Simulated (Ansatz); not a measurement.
**Hf: response to strain**

Start from Hf in the hcp (Mg type) structure (space group P6_3/mmc, No. 194; a = 3.159 Å, c = 5.000 Å). Axes: x lies along a and z along c of the hexagonal cell.

Strains are applied to the cell and any free atomic positions relax; under biaxial strain the out-of-plane vector relaxes too.

Level of theory: Ansatz (a program for electronic structure), PBEsol, PAW, cutoff 420 eV, no spin-orbit coupling.

Notes on the quantities. pressure: mean of the normal stresses, compression positive.

| change | volume per atom | pressure |
|---|---|---|
| base | 21.61 Å³ | 0.0 GPa |
| biaxial strain −3.78 %, plane normal [001], relaxed out of plane | 20.60 Å³ | 5.7 GPa |
| biaxial strain −2.48 %, plane normal [001], relaxed out of plane | 20.93 Å³ | 3.7 GPa |
| biaxial strain +0.98 %, plane normal [001], relaxed out of plane | 21.88 Å³ | -1.3 GPa |
| biaxial strain +4.91 %, plane normal [001], relaxed out of plane | ___ | ___ |
| isotropic strain +1.18 % | 22.38 Å³ | -3.8 GPa |
| uniaxial strain ε_xx = −4.02 % | 20.74 Å³ | 4.9 GPa |
| uniaxial strain ε_xx = +1.93 % | 22.02 Å³ | -2.1 GPa |
| uniaxial strain ε_yy = +3.63 % | 22.39 Å³ | -3.7 GPa |
| uniaxial strain ε_zz = +1.15 % | 21.86 Å³ | -1.3 GPa |

**Question.** Some entries are withheld; estimate them.

**Answer.** 
- biaxial strain +4.91 %, plane normal [001], relaxed out of plane, volume per atom: 22.99 Å³
- biaxial strain +4.91 %, plane normal [001], relaxed out of plane, pressure: -5.8 GPa

Without a gap, meshes like the base's 17×17×9 leave anisotropic stresses uncertain by several tenths of a GPa, and small strain energies with them. Whether these cells are dynamically stable was not tested. All final runs are without spin polarisation.
